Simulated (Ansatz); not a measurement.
## A computed series for CdSe: pressure series

The parent structure is CdSe in the zinc blende structure (space group F-43m, No. 216).

```
CELL_PARAMETERS angstrom
      0.00000     3.09814     3.09814
      3.09814     0.00000     3.09814
      3.09814     3.09814     0.00000
ATOMIC_POSITIONS crystal
  Se 0.75000 0.75000 0.75000
  Cd 0.00000 0.00000 0.00000
```

Cell and atoms are relaxed at each pressure.

Calculations: plane-wave PAW DFT at the PBE level (Ansatz, a program for electronic structure, 420 eV), without spin-orbit coupling.

```
pressure (GPa)  band gap (eV)
--------------  -------------
-2                       0.39
-1                       0.45
0                        0.49
0.9                      0.53
2.1                         ?
4.5                      0.66
9                        0.79
15                       0.91
```

Fit E_g = E₀ + αP + βP² to the rows shown and predict the withheld row.

Least squares on the printed values gives E₀ = 0.49 eV, α = 42.9 meV/GPa, β = -0.99 meV/GPa² (largest residual 0.01 eV); this predicts 0.57 eV, and the run gives 0.58 eV, in agreement.

Load acts through the strain it causes; cell and atoms are relaxed under it. No phonon test of stability was made. Tetrahedral semiconductors of this kind turn to denser phases somewhere between about 1 and 50 GPa; those were not computed, so compressed cells here can lie past the real transition.
